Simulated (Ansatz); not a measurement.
Take Ce in the fcc (Cu type) structure (space group Fm-3m, No. 225; a = 4.6641 Å) as the base.

Computed with r2SCAN/PAW in Ansatz (a quantum-chemistry and plane-wave program), no spin-orbit coupling.

Base values:

The lattice parameter a is 4.664 Å.

Now apply this change: a hydrostatic pressure of 5 GPa.

**Question.** What does the calculation give for the lattice parameter a after the change?

**Answer.** The lattice parameter a decreases by 0.140 Å (4.664 Å → 4.524 Å).

Open 4f shells without U are poorly described, and the f state was not checked. Load acts through the strain it causes; cell and atoms are relaxed under it. No phonon test of stability was made. Competing high-pressure phases were not computed. Starting moments died away, wholly or in part, for the base; another magnetic solution may exist. The final runs are not spin-polarised.
